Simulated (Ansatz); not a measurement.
The parent structure is LaFeO3 in the cubic perovskite structure (space group Pm-3m, No. 221; a = 3.809 Å; ferromagnetic).

Level of theory: Ansatz (a first-principles code) PBEsol, no spin-orbit coupling.

Base values:

```
Item                   Value
-------------------  -------
Lattice parameter a  3.809 Å
```

It is then changed as follows: spin polarisation is switched off and the cell is relaxed again.

Q: What happens to the energy relative to the base?

A: The energy grows by 0.10 eV/atom (to 0.01 eV only: unlike meshes or grids).

Q: What happens to the lattice parameter a?

A: The lattice parameter a falls by 0.046 Å, from 3.809 Å to 3.763 Å.

Other magnetic orders, which the real material may have, were not ruled out. Stability against distortions was not tested. No Hubbard U is applied, and correlation can decide whether such a compound is a metal. Spin-polarised in the final run: base; the other runs are not. Many cubic perovskites are stable only at high temperature; tilts and polar distortions were not tested. In its common phase, real LaFeO3 is an antiferromagnetic insulator at low temperature.
